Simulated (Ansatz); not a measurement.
A periodic model of amorphous In24O38Hf:

```xyz
63
Lattice="9.8220 -0.0913 0.1261 -0.0913 9.3597 0.1200 0.1261 0.1200 9.6746" Properties=species:S:1:pos:R:3 pbc="T T T"
In     4.8202     7.7264     0.1649
In     9.7968     8.8252     5.8194
In     2.2282     6.0034     1.0017
In     6.0594     0.9003     2.2366
In     2.9424     7.9666     6.8764
In     2.9590     9.0280     2.8948
In     8.2947     7.1712     1.8152
In     5.4604     5.2808     6.6051
In     4.9656     1.5998     8.3913
In     8.3113     6.1337     5.0904
In     5.9460     4.6691     0.4093
In     2.8056     4.0319     8.0852
In     9.3086     0.7255     2.8311
In     8.0005     9.2527     8.7727
In     1.6391     0.3671     9.2672
In     6.4348     3.6028     3.9243
In     6.2412     9.2527     5.5726
In     2.6436     1.3663     5.4313
In     9.7232     4.4182     2.7031
In     2.4768     4.7682     4.7412
In     9.3864     3.0179     5.9535
In     9.4190     5.8919     8.4801
In     3.3828     2.8466     1.6833
In     5.2969     6.7065     3.4746
O      1.9814     3.2265     6.1761
O      5.9617     9.1410     8.5335
O      0.3153     1.5421     4.6221
O      8.1130     4.8367     0.3935
O      9.0937     2.6405     1.8804
O      8.7002     8.1671     3.9941
O      9.6183     1.3060     9.0493
O      0.2426     4.7976     4.6683
O      3.2034     5.9187     6.4813
O      9.1960     3.8176     7.8149
O      6.7251     2.5456     9.2717
O      1.2945     0.2277     1.6877
O      1.3637     5.1266     9.1016
O      1.5667     0.1385     7.1280
O      6.3054     6.9958     5.4860
O      0.3855     6.4217     1.9604
O      2.1114     4.3014     2.6549
O      2.1181     8.6181     4.8777
O      7.7064     5.3204     3.2157
O      4.4536     0.3569     1.0220
O      8.0938     0.3451     6.5562
O      3.5152     7.0892     2.2439
O      7.0418     1.5550     4.0275
O      9.1796     7.7173     9.4870
O      7.3343     4.1934     5.7593
O      7.7893    -0.0408     1.4221
O      5.7847     6.1712     8.4961
O      2.9088     7.8826     9.0985
O      6.1561     6.6899     1.5134
O      3.4041     1.6930     3.4598
O      4.3807     0.4232     6.4421
O      5.5820     3.1339     2.0347
O      9.4607     6.8882     6.6461
O      5.1403     8.7895     3.7686
O      4.6961     4.8636     4.4070
O      2.9732     2.1291     9.2683
O      4.6639     3.4166     7.2928
O      3.7819     4.5374     0.3708
Hf     8.6106     2.9512     9.5557
```

The numbers are results of PBE, scalar-relativistic without spin-orbit coupling (plane waves to 420 eV, PAW; Ansatz, a quantum-chemistry and plane-wave program), not measurements.

The cell was made by melting and quenching with the CHGNet potential and then relaxed with DFT. O atoms were pushed apart under 1.9 Å during the dynamics, to hinder bonds among them. The hot cell started wider than the set density and was brought back towards it in steps. It is the lowest in DFT energy of 2 quenches. It is a model cell: composition and starting density were chosen by hand, and all elements were melted together. No dispersion term was used. Its density started from a set value of 6.62 and ended at 6.62 g/cm³. The simulated quench (nominally 220 K/ps over its main leg) is rapid and tends to freeze in more defects than a deposited or slowly cooled glass has. A cell of this size samples the disorder only roughly. The volume was held where the preparation left it and the shape relaxed, at a PBE pressure of -0.6 GPa (tension). Stress components on the final sampling reach 0.7 GPa.

Bonds are counted up to In-In 3.12 Å, In-O 2.62 Å, In-Hf 3.23 Å, O-O 1.58 Å, O-Hf 2.65 Å, Hf-Hf 3.34 Å. Two cations that share two anions don't count as bonded, nor two that share one unless they lie closer than In-In 3.04 Å, In-Hf 3.15 Å, Hf-Hf 3.25 Å.

**Question.** Give the coordination numbers, mean bond lengths and angles.

**Answer.** 
```yaml
Mean coordination of In by anions: 5.46 (13 with 5, 11 with 6)
Mean coordination of O: 3.58 (16 with 3, 22 with 4)
Mean coordination of Hf by anions: 5.00 (1 with 5)
Mean In-O bond: 2.215 Å (spread 0.109 Å, 131 counted)
Mean O-Hf bond: 2.035 Å (spread 0.059 Å, 5 counted)
Bond angle at In: mean 104.8°, spread 28.7°
Bond angle at O: mean 110.6°, spread 17.7°
Bond angle at Hf: mean 106.4°, spread 24.2°
```

**Question.** List the pairs of like atoms that count as bonded by the rules above.

**Answer.** There are none by these rules.
